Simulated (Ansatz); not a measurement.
Data:

End structure of a constructed model of the (110) surface of bcc Mo, a cell of two sites (a+b, b-a) layer of N, one a cell, on the site that continues the host's stacking (bottom of the slab: a bare face, its two planes held):

```
CELL_PARAMETERS angstrom
      1.82490     2.58080     0.00000
     -3.64980     2.58080     0.00000
      0.00000     0.00000    29.00000
ATOMIC_POSITIONS crystal
  Mo 0.50000 0.00000 0.27687
  Mo 0.00000 0.50000 0.27687
  Mo 0.00000 0.00000 0.35394
  Mo 0.50000 0.50000 0.35394
  Mo 0.50000 0.00000 0.43076
  Mo 0.00000 0.50000 0.43150
  Mo 0.00000 0.00000 0.50846
  Mo 0.50000 0.50000 0.50769
  Mo 0.50000 0.00000 0.58337
  Mo 0.00000 0.50000 0.58785
  Mo 0.00000 0.00000 0.66401
  Mo 0.50000 0.50000 0.66068
  N  0.50000 0.00000 0.70105
```

Model: 13-atom slab, 12.9 Å thick at the start with caps and adatoms (thin: gaps and levels are the slab's own), 12x9x1 mesh, Fermi-Dirac 0.1 eV, dipole correction, 4 atoms held, the rest relaxed; symmetry of the start imposed; no spin, no spin-orbit, no U. It is one candidate, not shown to be the stable structure of the face.

Task: What work function of the top face does PBE in Ansatz (a quantum-chemistry and plane-wave program) give?

Result: 5.63 eV
